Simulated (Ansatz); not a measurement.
Take TiB2 (space group P6/mmm, No. 191; a = 3.0174 Å, c = 3.1851 Å) as the base. Axes: x lies along a and z along c of the hexagonal cell.

Computed with Kohn–Sham DFT with the PBEsol functional, run in Ansatz (a first-principles code) with PAW and 420 eV plane waves, scalar-relativistic without spin-orbit coupling.

Before the change:

```
Property    Value
--------  -------
Pressure  0.0 GPa
```

The change: the cell is compressed by 2.00 % along z with no lateral relaxation; the atoms relax in the strained cell.

Question: Estimate the effect on the pressure.

Answer: The pressure (mean of the normal stresses, compression positive) goes from zero to 4.9 GPa.

Question: What happens to the energy relative to the base?

Answer: The energy rises by 5.0 meV/atom.

A case with no gap was solved on a k-mesh chosen for an insulator, which is coarse for it. Without a gap, meshes like the base's 13×13×10 leave anisotropic stresses uncertain by several tenths of a GPa, and small strain energies with them. Stability against distortions was not tested. All final runs are without spin polarisation.
